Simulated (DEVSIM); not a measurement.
Structure: illuminated Si n-on-p cell, one wavelength, with a back-surface field, at 400 K.

```csv
layer (left to right),material,thickness (μm),Nd (cm⁻³),Na (cm⁻³),τn (s),τp (s),absorption coefficient (cm⁻¹)
1,Si,0.0740,3.4e18,-,2.5e-5,5.1e-5,49000
2,Si,180,-,1.7e17,0.0003,0.0003,49000
3,Si,0.170,-,3.6e18,0.0003,0.0003,49000
```

Left contact: ohmic, minority hole recombination velocity 80 cm/s. Right contact: ohmic, minority electron recombination velocity 4e6 cm/s. Voltage is applied to the left contact. Recombination: SRH at mid-gap, radiative, Auger. Gap narrowing is on: ΔEg = 6.92 meV × (l + √(l² + 0.5)), l = ln(N/1.3e17 cm⁻³), shared equally by both band edges. Light enters at the left, 1.1e18 photons cm⁻² s⁻¹, one pass, no reflection. Mobility is constant in doping.

This is a model device: material constants are rounded textbook-type values typed into the input, and sizes, dopings and lifetimes were drawn at random. Values at 300 K; Nc and Nv go as T^1.5, mobilities as T to minus their exponent, the gap by Varshni's rule with the affinity fixed.

| parameter | Si |
|---|---|
| gap (eV) | 1.124 |
| affinity (eV) | 4.05 |
| permittivity | 11.7 |
| Nc (cm⁻³) | 2.86e19 |
| Nv (cm⁻³) | 3.1e19 |
| μn (cm²/Vs) | 1417 |
| μp (cm²/Vs) | 470 |
| T exponent of μn | 2.3 |
| T exponent of μp | 2.2 |
| B (cm³/s) | 4.7e-15 |
| Cn (cm⁶/s) | 2.8e-31 |
| Cp (cm⁶/s) | 9.9e-32 |
| Varshni α (eV/K) | 0.000473 |
| Varshni β (K) | 636 |

Simulated with DEVSIM: 1D drift-diffusion, Boltzmann statistics, complete ionisation; no tunnelling, impact ionisation, image-force lowering or self-heating.

The photon flux was swept, all else fixed.

```
photon flux (cm^-2 s^-1)  short-circuit current (mA/cm²)  largest power (mW/cm²)  fill factor  open-circuit voltage (V)
------------------------  ------------------------------  ----------------------  -----------  ------------------------
3.3e16                                              5.27                    1.50         0.72                     0.396
1.1e17                                              17.6                    5.68         0.74                     0.438
3.3e17                                              52.7                    18.8         0.75                     0.475
1.1e18                                               176                    69.4         0.76                     0.517
3.3e18                                               527                     227         0.78                     0.554
1.1e19                                              1760                     821         0.79                     0.595
3.3e19                                              5270                    2630         0.79                     0.630
```

From the first row to the last the short-circuit current goes from 5.27 to 5270. From the first row to the last the largest power goes from 1.50 to 2630.
